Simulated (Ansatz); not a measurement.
A self-consistent single point of CuAgO2 (Cm, 4 atoms in the cell) with Ansatz (a quantum-chemistry and plane-wave program).

Level of theory: PBEsol, default PAW files made with PBE (plane waves; Ansatz).

```
CuAgO2
1.0
    3.29558    -1.41972     0.00000
    3.29558     1.41972     0.00000
   -2.38086     0.00000     5.55598
Cu Ag O
1 1 2
Direct
  0.50325   0.50325   0.50900
  0.00000   0.00000   0.00000
  0.87545   0.87545   0.28377
  0.12455   0.12455   0.71623
```

Reference input (self-consistent single point, DFT, PBEsol, plane waves, default PAW files made with PBE): basis.ecutwfc = 420 eV; kpoints.mp_grid.grid = 11 11 5; hamiltonian.xc = pbesol; hamiltonian.pseudopotentials = {kind: paw} (the program's default PAW files); scf.occupations.method = gaussian; scf.occupations.width = 0.1 eV. This run's input differs from it in these lines:

Ansatz 0.2 input:
```diff
@@ -13,3 +13,3 @@
 kpoints:
-  mp_grid: { grid: [11, 11, 5] }
+  mp_grid: { grid: [18, 18, 8] }
 hamiltonian:
@@ -18,3 +18,3 @@
 scf:
-  occupations: { method: gaussian, width: 0.1 eV }
+  occupations: { method: methfessel_paxton, width: 0.5 eV }
 output:
```

Output (repeated stretches shortened):

```
SCF iter   1: F=—  HF=-15228.966600 eV  |F-HF|=—  |Δ(HF+E_count)|=         —  Δρ=1.79e-2  dr2=1.33e-1  ethr=1.77e-3  ⟨swp⟩=4.8  Hψ=75367  notcnv=0
all-band conjugate gradients solve this SCF's bands
preconditioner: auto → LDOS
SCF iter   2: F=—  HF=-15228.976355 eV  |F-HF|=—  |Δ(HF+E_count)|=   9.75e-3  S|Δr|=    0.00e0  Δρ=2.13e-2  dr2=1.40e-1  ethr=2.67e-4  ⟨swp⟩=2.0  Hψ=43171  notcnv=0
   [... lines left out ...]
SCF iter   7: F=—  HF=-15228.931216 eV  |F-HF|=—  |Δ(HF+E_count)|=   1.31e-6  S|Δr|=    0.00e0  Δρ=2.15e-5  dr2=1.96e-7  ethr=9.86e-9  ⟨swp⟩=2.4  Hψ=30458  notcnv=0
SCF iter   8: F=—  HF=-15228.931216 eV  |F-HF|=—  |Δ(HF+E_count)|=   7.83e-9  S|Δr|=    0.00e0  Δρ=1.60e-5  dr2=1.01e-7  ethr=2.00e-10  ⟨swp⟩=7.6  Hψ=83685  notcnv=0
SCF iter   9: F=-15228.931216 eV  HF=-15228.931216 eV  |F-HF|=7.87e-9  |Δ(HF+E_count)|=   1.01e-8  S|Δr|=    0.00e0  Δρ=4.40e-6  dr2=7.54e-9  ethr=2.00e-10  ⟨swp⟩=3.1  Hψ=58371  notcnv=0
SCF 1 converged in 9 iterations: F = -15228.931216 eV  dr2 = 7.54e-9
Stability not checked (fill_not_monotonic)
Free energy (F): -15228.931216 eV
Internal energy: -15228.948738 eV  (E = F + TS)
E sigma→0 (E₀):  -15228.935596 eV
Entropy (-TS):   0.017522 eV (4.381 meV/atom)
Fermi energy:    9.962166 eV
--- Forces (eV/Å), atoms counted from 1 ---
  atom   1  Cu    -0.19049250     0.00000000    -1.18347050
  atom   2  Ag    -0.01105382     0.00000000     0.15136527
  atom   3  O      0.40783683    -0.00000000     0.54444829
  atom   4  O     -0.20629567     0.00000000     0.48766284
--- Stress (GPa, compression-positive) ---
       -5.758872       0.000000       1.430820
        0.000000      -8.620892       0.000000
        1.430818       0.000000      -9.352225
  P = ⅓ Tr σ = -7.9107 GPa (-79.107 kbar)
  The stress holds the Pulay correction. Without it, at fixed plane waves, as pw.x and ABINIT print it: P = -8.4655 GPa
```

The run converged in 9 iterations. Against the reference run the free energy rises by 2.9 meV/atom, the pressure moves little (-7.88 to -7.91 GPa) and the largest force moves little (1.200 to 1.199 eV/Å).

The starting cell comes from a database of computed structures (which also holds hypothetical and non-ambient phases and stackings), without a prior relaxation at this level. Its lattice was rescaled by up to half a per cent. One atom was moved a little off its site on purpose. Spin polarisation is off, so a magnetic state, if there is one, cannot be reached. With a pressure of about -8 GPa the cell is away from its equilibrium volume at this level. Forces in this geometry exceed 1 eV/Å. Ansatz's pressure includes its estimate of the finite-basis (Pulay) stress. Without the estimate this run gives -8.47 GPa. The run gives no clean gap (levels at the Fermi energy touch, overlap or are partly filled at this smearing), which alone does not show that the compound is a metal.

Cost on one core of a shared machine: roughly 60 s.
